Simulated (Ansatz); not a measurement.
Effect of uniaxial strain ε_yy = −4.19 % on LiNbO3

The reference is LiNbO3 (space group R3c, No. 161).

```xyz
10
Lattice="2.5684 1.4829 4.6290 -2.5684 1.4829 4.6290 0.0000 -2.9657 4.6290" Properties=species:S:1:pos:R:3 pbc="T T T"
Li     0.0000     0.0000     9.7499
Li     0.0000     0.0000     2.8063
Nb     0.0000     0.0000    13.6663
Nb     0.0000     0.0000     6.7227
O     -0.6530     1.4373     8.1635
O      1.5713    -0.1531     8.1635
O     -0.9182    -1.2842     8.1635
O      0.9971     1.3298     5.8489
O      0.6530    -1.5284     5.8489
O     -1.6502     0.1987     5.8489
```

Cartesian axes are those of the cell as printed.

Modification: uniaxial strain ε_yy = −4.19 %, all other strain components held at zero, atoms relaxed at fixed cell.

Method: plane-wave PAW DFT at the r2SCAN level (Ansatz, a quantum-chemistry and plane-wave program, 500 eV), no spin-orbit coupling, earlier PAW set. Γ-centred 8×8×8 mesh, Fermi–Dirac width 0.05 eV.

```json
[
 {"quantity": "volume per atom", "base": "10.58 Å³", "changed": "10.13 Å³", "shift": "-0.443 Å³"},
 {"quantity": "space group", "base": "R3c (No. 161)", "changed": "Cc (No. 9)", "shift": "–"},
 {"quantity": "energy relative to the base (free energy F)", "base": "0 meV/atom", "changed": "+13 meV/atom", "shift": "+13 meV/atom"},
 {"quantity": "pressure (mean of the normal stresses, compression positive)", "base": "0.0 kbar", "changed": "54.5 kbar", "shift": "+54.45 kbar"},
 {"quantity": "band gap (an upper bound: an edge found on the path is not a true extremum; the base alone)", "base": "4.01 eV", "changed": "4.02 eV", "shift": "+0.01 eV"},
 {"quantity": "largest internal atomic displacement", "base": "–", "changed": "0.053 Å", "shift": "–"},
 {"quantity": "stress (xx, yy, zz, yz, xz, xy; compression positive)", "base": "–", "changed": "(2.93, 9.96, 3.45, -0.28, 0.00, 0.00) GPa", "shift": "–"}
]
```

Final structure:

```yaml
crystal:
  lattice:
    - [2.56838, 1.42072, 4.62904]
    - [-2.56838, 1.42072, 4.62904]
    - [0.00000, -2.84145, 4.62904]
  atoms:
    - { symbol: Li, position: [0.69583, 0.70315, 0.70167] }
    - { symbol: Li, position: [0.20315, 0.19583, 0.20167] }
    - { symbol: Nb, position: [0.99314, 0.98449, 0.97662] }
    - { symbol: Nb, position: [0.48449, 0.49314, 0.47662] }
    - { symbol: O, position: [0.61367, 0.88215, 0.27215] }
    - { symbol: O, position: [0.88344, 0.26591, 0.61102] }
    - { symbol: O, position: [0.26449, 0.61316, 0.88824] }
    - { symbol: O, position: [0.76591, 0.38344, 0.11102] }
    - { symbol: O, position: [0.38215, 0.11367, 0.77215] }
    - { symbol: O, position: [0.11316, 0.76449, 0.38824] }
```

Whether these cells are dynamically stable was not tested.
